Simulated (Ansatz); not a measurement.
# ZnSe, element substitutions

Base system: ZnSe in the zinc blende structure (space group F-43m, No. 216).

```xyz
2
Lattice="0.0000 2.8168 2.8168 2.8168 0.0000 2.8168 2.8168 2.8168 0.0000" Properties=species:S:1:pos:R:3 pbc="T T T"
Se     4.2251     4.2251     4.2251
Zn     0.0000     0.0000     0.0000
```

Each row replaces one element on all its sites; cell and atoms are relaxed.

Computed with PBEsol (Ansatz, a quantum-chemistry and plane-wave program; PAW; 420 eV plane waves; without spin-orbit coupling).

| variant | band gap | volume per atom |
|---|---|---|
| base | 1.24 eV | 22.35 Å³ |
| Zn → Cd | 0.48 eV | 28.12 Å³ |
| Se → Ge | zero | 22.26 Å³ |
| Se → W | zero | 20.83 Å³ |

Whether these cells are dynamically stable was not tested. As relaxed here, ZnGe and ZnW are hypothetical phases, not in the database extracts checked. The final runs are not spin-polarised.
